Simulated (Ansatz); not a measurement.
## Si under load (space group I4_1/amd): band-edge transport data

Input:

```
CELL_PARAMETERS angstrom
      0.00000     2.74665     2.69285
      2.74665     0.00000     2.69285
      2.74665     2.74665     0.00000
ATOMIC_POSITIONS crystal
  Si 0.00000 0.00000 0.00000
  Si 0.25000 0.25000 0.25000
```

Calculation: HSE06, rigid bands (plane waves, PAW, scalar-relativistic; Ansatz, a quantum-chemistry and plane-wave program). Condition of this run: biaxial stress in (001) of -1.8 GPa (compression positive) (the target of the relaxation). Geometry: cell and atoms relaxed with PBEsol, then loaded as said.

The band gap is 0.93 eV and the electron conductivity mass (300 K, dilute) comes out as 0.20 (x), 0.20 (y), 0.88 (z) mₑ. The hole conductivity mass (300 K, dilute) is 0.33 (x), 0.33 (y), 0.32 (z) mₑ and the effective density of states N_c (300 K) is 9.3e18 cm⁻³. The effective density of states N_v (300 K) is 4.8e18 cm⁻³ and the density-of-states mass, electrons is 0.52 mₑ. The density-of-states mass, holes is 0.33 mₑ, the Seebeck coefficient, n-type 1e19 cm⁻³, 300 K is -218 μV/K and the Seebeck coefficient, p-type 1e19 cm⁻³, 300 K comes out as 235 μV/K. The best p-type power factor at 300 K for τ = 10 fs (best axis; densities from 1e16 to 1e21 cm⁻³ tried, whether or not they can be reached) is 13.0 μW/(cm·K²) at 3e20 cm⁻³.

Rigid bands; masses and Seebeck coefficients take one relaxation time τ for all states and one kind of carrier; polarons and phonon drag are left out. Spin-orbit coupling is left out; where it splits the top of the valence band, N_v and the p-type Seebeck coefficient come out somewhat high without it. Geometry: cell and atoms relaxed with PBEsol.
